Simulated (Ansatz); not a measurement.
Take InAs in the zinc blende structure (space group F-43m, No. 216; a = 6.0261 Å) as the base. Axes: x, y, z lie along the cube axes.

The values are results of DFT with LDA, PAW potentials and a 420 eV plane-wave cutoff in Ansatz (a quantum-chemistry and plane-wave program), no spin-orbit coupling, not measurements.

Before the change:

| Quantity | Value |
|---|---|
| Shortest interatomic distance | 2.609 Å |
| Pressure | 0.0 GPa |

Modification: the cell is compressed by 1.50 % along z with no lateral relaxation; the atoms relax in the strained cell.

Problem. How does this affect the energy relative to the base?

Solution. The energy goes up by 1.6 meV/atom.

Problem. Predict the new shortest interatomic distance.

Solution. The shortest interatomic distance shrinks by 0.013 Å, from 2.609 Å to 2.596 Å.

Problem. What happens to the pressure?

Solution. The pressure (mean of the normal stresses, compression positive) goes from zero to 0.9 GPa.

Whether these cells are dynamically stable was not tested. All final runs are without spin polarisation.
